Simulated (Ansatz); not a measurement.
Faces of bcc Nb in 1x1 cells, as slabs relaxed from ideal cuts; for each face the lowest of the symmetric, stoichiometric cuts and spin starts that were computed. Real faces may reconstruct in larger cells. No spin-orbit coupling, no Hubbard U.

All values below come from PBE (plane waves to 420 eV, PAW; Ansatz, a program for electronic structure).

```tsv
face	cell area (Å²)	outermost plane spacing of the ideal cut (Å)	γ unrelaxed (J/m²)	γ relaxed (J/m²)	work function, top face (eV)
(100)	10.96	1.66	2.54	2.37	___
(110)	7.75	2.34	2.12	___	4.49
(111)	18.99	0.96	2.68	___	3.79
```

Problem. Some entries are withheld; supply them.

Solution. 
- (100), work function, top face (eV): 3.58
- (110), γ relaxed (J/m²): 2.08
- (111), γ relaxed (J/m²): 2.40
